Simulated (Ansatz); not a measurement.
Input and output of a self-consistent single point for Ni3Ge (P4mm, 4 atoms in the cell) (Ansatz, a quantum-chemistry and plane-wave program).

Method: PBEsol, default PAW files made with PBE (plane waves; Ansatz).

The change in words: lattice scaled by 0.98; basis.ecutwfc: 420 eV → 190 eV. Reference geometry:
```yaml
crystal:
  lattice:
    - [3.54092, 0.00000, 0.00000]
    - [0.00000, 3.54092, 0.00000]
    - [0.00000, 0.00000, 3.54092]
  atoms:
    - { symbol: Ni, position: [0.50000, 0.00000, 0.50000] }
    - { symbol: Ni, position: [0.01412, 0.50000, 0.50000] }
    - { symbol: Ni, position: [0.50000, 0.50000, 0.00000] }
    - { symbol: Ge, position: [0.00000, 0.00000, 0.00000] }
```

Reference input (self-consistent single point, DFT, PBEsol, plane waves, default PAW files made with PBE): basis.ecutwfc = 420 eV; kpoints.mp_grid.grid = 9 9 9; hamiltonian.xc = pbesol; hamiltonian.pseudopotentials = {kind: paw} (the program's default PAW files); scf.occupations.method = gaussian; scf.occupations.width = 0.1 eV. This run's input differs from it in these lines:

Ansatz 0.2 input:
```diff
@@ -3,5 +3,5 @@
   lattice:
-    - [3.540921, 0.000000, 0.000000]
-    - [0.000000, 3.540921, 0.000000]
-    - [0.000000, 0.000000, 3.540921]
+    - [3.470103, 0.000000, 0.000000]
+    - [0.000000, 3.470103, 0.000000]
+    - [0.000000, 0.000000, 3.470103]
   atoms:
@@ -12,3 +12,3 @@
 basis:
-  ecutwfc: 420.0
+  ecutwfc: 190.0
 kpoints:
```

The program printed (abridged):

```
SCF iter   1: F=—  HF=-21607.477214 eV  |F-HF|=—  |Δ(HF+E_count)|=         —  Δρ=3.38e-1  dr2=1.93e1  ethr=1.77e-3  ⟨swp⟩=4.4  Hψ=9285  notcnv=0  defer=1
all-band conjugate gradients solve this SCF's bands
preconditioner: auto → Kerker (q_TF=auto, 2.959 Å⁻¹)
SCF iter   2: F=—  HF=-21595.437197 eV  |F-HF|=—  |Δ(HF+E_count)|=    1.20e1  Δρ=8.69e-2  dr2=8.73e-1  ethr=1.77e-3  ⟨swp⟩=2.2  Hψ=6615  notcnv=0  defer=149
   [... lines left out ...]
SCF iter   6: F=—  HF=-21594.115298 eV  |F-HF|=—  |Δ(HF+E_count)|=   8.37e-4  Δρ=7.12e-4  dr2=2.95e-4  ethr=6.74e-6  ⟨swp⟩=2.2  Hψ=3660  notcnv=0  defer=147
SCF iter   7: F=—  HF=-21594.115203 eV  |F-HF|=—  |Δ(HF+E_count)|=   9.49e-5  Δρ=2.34e-4  dr2=3.15e-5  ethr=4.34e-7  ⟨swp⟩=2.2  Hψ=4205  notcnv=0  defer=147
SCF iter   8: F=—  HF=-21594.115071 eV  |F-HF|=—  |Δ(HF+E_count)|=   1.32e-4  Δρ=7.12e-5  dr2=1.89e-6  ethr=4.63e-8  ⟨swp⟩=2.1  Hψ=4177  notcnv=0  defer=147
SCF iter   9: F=-21594.115070 eV  HF=-21594.115070 eV  |F-HF|=1.10e-8  |Δ(HF+E_count)|=   2.65e-7  Δρ=7.07e-6  dr2=2.18e-8  ethr=1.47e-10  ⟨swp⟩=7.1  Hψ=11825  notcnv=0
SCF 1 converged in 9 iterations: F = -21594.115070 eV  dr2 = 2.18e-8
Free energy (F): -21594.115070 eV
Internal energy: -21594.109205 eV  (E = F + TS)
E sigma→0 (E₀):  -21594.112138 eV
Entropy (-TS):   -0.005865 eV (-1.466 meV/atom)
Fermi energy:    18.780934 eV
--- Forces (eV/Å), atoms counted from 1 ---
  atom   1  Ni     0.77949222    -0.00000000     0.00000000
  atom   2  Ni    -1.54282459     0.00000000     0.00000000
  atom   3  Ni     0.77949222     0.00000000     0.00000000
  atom   4  Ge    -0.01618104     0.00000000     0.00000000
--- Stress (GPa, compression-positive) ---
       16.039990      -0.000000       0.000000
       -0.000000      14.869344       0.000000
        0.000000       0.000000      14.869344
  P = ⅓ Tr σ = 15.2596 GPa (152.596 kbar)
  The stress holds the Pulay correction. Without it, at fixed plane waves, as pw.x and ABINIT print it: P = -1299.4040 GPa
```

The run converged in 9 iterations. Against the reference run the free energy rises by 18.9 eV/atom, the pressure goes from -2.71 to 15.26 GPa and the largest force goes from 0.501 to 1.543 eV/Å.

The starting cell comes from a database of computed structures (which also holds hypothetical and non-ambient phases and stackings), without a prior relaxation at this level. Its lattice was rescaled by up to half a per cent. One atom was moved a little off its site on purpose. For this run, on top of that: lattice scaled by 0.98. Spin polarisation is off. Forces in this geometry exceed 1 eV/Å. Ansatz's pressure includes its estimate of the finite-basis (Pulay) stress. Without the estimate this run gives -1299.40 GPa. The cutoff lies below the one recommended for these files.
